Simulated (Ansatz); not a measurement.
**CdTe: 6 layers**

Take CdTe in the zinc blende structure (space group F-43m, No. 216; a = 6.558 Å) as the base. Axes: x, y, z lie along the cube axes.

Modification: a free-standing slab of 6 layers (12 atoms, 2 a layer) is cut normal to [110], with 15 Å of vacuum and the in-plane cell held at bulk.

Level of theory: plane-wave PAW DFT at the r2SCAN level (Ansatz, a program for electronic structure, 500 eV), scalar-relativistic without spin-orbit coupling. Settings: 7×5×1 k-points, 0.05 eV Fermi–Dirac smearing, for the changed cell.

| quantity | base | changed | shift |
|---|---|---|---|
| shortest interatomic distance | 5.366 bohr | 5.252 bohr | -0.114 bohr |
| band gap | 1.17 eV | 1.65 eV | +0.485 eV |
| gap character | – | direct at Γ | – |
| valence-band top at Γ (three highest levels, from the VBM) | 0.00, 0.00, 0.00 eV | 0.00, -0.12, -0.21 eV | – |
| excess energy per area of both faces (slab less bulk energy over the cell's area: twice a surface energy) | – | 0.54 J/m² | – |
| thickness between the outermost nuclei | – | 12.03 Å | – |

Final structure:

```yaml
crystal:
  lattice:
    - [4.63693, 0.00000, 0.00000]
    - [0.00000, 6.55762, 0.00000]
    - [0.00000, 0.00000, 26.59234]
  atoms:
    - { symbol: Te, position: [0.75000, 0.50498, 0.27381] }
    - { symbol: Cd, position: [0.25000, 0.30873, 0.30510] }
    - { symbol: Te, position: [0.25000, 0.98252, 0.37205] }
    - { symbol: Cd, position: [0.75000, 0.73134, 0.36349] }
    - { symbol: Te, position: [0.75000, 0.48685, 0.45362] }
    - { symbol: Cd, position: [0.25000, 0.23558, 0.45975] }
    - { symbol: Te, position: [0.25000, 0.98685, 0.54638] }
    - { symbol: Cd, position: [0.75000, 0.73558, 0.54025] }
    - { symbol: Te, position: [0.75000, 0.48252, 0.62795] }
    - { symbol: Cd, position: [0.25000, 0.23134, 0.63651] }
    - { symbol: Te, position: [0.25000, 0.00498, 0.72619] }
    - { symbol: Cd, position: [0.75000, 0.80873, 0.69490] }
```

The excess energy carries the mismatch between the slab's and the bulk's meshes. With Te present, leaving out spin-orbit coupling can change the band edges. Whether these cells are dynamically stable was not tested. Labels are those of the standard path for the cell's own space group.
